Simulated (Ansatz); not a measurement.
Start from a 24-atom supercell of BP in the zinc blende structure (space group F-43m, No. 216; a = 4.520 Å) at its relaxed geometry.

Computed with Kohn–Sham DFT with the PBEsol functional, run in Ansatz (a program for electronic structure) with PAW and 420 eV plane waves, spin-orbit coupling left out.

One neutral defect a cell, atoms relaxed at fixed cell.

One change was made to it. Results:

| quantity | base | after |
|---|---|---|
| pressure | 0.0 GPa | -0.4 GPa |
| gap of the supercell | 1.21 eV | zero |
| largest displacement of a host atom from its site in the perfect cell | – | 0.03 Å |
| total moment of the cell | – | 0.0 μB |

Problem. Name the change that was made.
A. Li interstitial (started 1.96 Å from the nearest host atom), symmetric start
B. S on a P site
C. P vacancy

Solution. B, S on a P site. For comparison, the pressure in the other runs: Li interstitial (started 1.96 Å from the nearest host atom), symmetric start gives 3.9 GPa; P vacancy gives 2.7 GPa.

Other magnetic orders, which the real material may have, were not ruled out. In so small a cell the defect repeats every few ångströms: this is an ordered compound, not a dilute defect. The mesh was chosen for an insulator and is coarse for the gapless case. Defects with a symmetric start kept the site's symmetry and may sit on a saddle; the others started slightly shaken. Starting moments died away, wholly or in part, for S on a P site, Li interstitial (started 1.96 Å from the nearest host atom) and P vacancy; another magnetic solution may exist. Where the two band edges lie in opposite spin channels, the gap is a spin-flip gap.
